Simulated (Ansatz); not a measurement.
The reference is Se (space group P3_121, No. 152; made of chains).

```yaml
crystal:
  lattice:
    - [4.50569, 0.00000, 0.00000]
    - [-2.25284, 3.90204, 0.00000]
    - [0.00000, 0.00000, 4.99129]
  atoms:
    - { symbol: Se, position: [0.21709, 0.00000, 0.83333] }
    - { symbol: Se, position: [0.00000, 0.21709, 0.16667] }
    - { symbol: Se, position: [0.78291, 0.78291, 0.50000] }
```

All numbers come from r2SCAN in Ansatz (plane waves to 500 eV, PAW, no spin-orbit coupling).

Base values:

| Item | Result |
|---|---|
| Pressure | 0.00 GPa |
| Band gap | 1.33 eV |
| Electron mass | 0.18 mₑ along c, 0.43 mₑ across (at H) |
| Smallest direct gap | 1.54 eV |

The change: the cell is scaled by 1.0051 in all directions, atoms relaxed at fixed cell.

### Question
Estimate the effect on the pressure, band gap, electron mass, smallest direct gap and energy relative to the base.

### Answer
The pressure (mean of the normal stresses, compression positive) goes from zero to -0.28 GPa; the band gap drops by 0.03 eV, from 1.33 eV to 1.30 eV; the electron mass changes from 0.18 mₑ along c, 0.43 mₑ across (at H) to 0.17 mₑ along c, 0.45 mₑ across (at H); the smallest direct gap falls by 0.04 eV (1.54 eV → 1.50 eV); the energy goes up by 0.4 meV/atom.

The cells carry an imposed strain or load. Effective masses come from finite differences of ±0.01 Å⁻¹. Stability against distortions was not tested. No dispersion term is included, though the crystal is made of layers, chains or molecules, so its spacings can come out too wide.

Ansatz is a first-principles code.
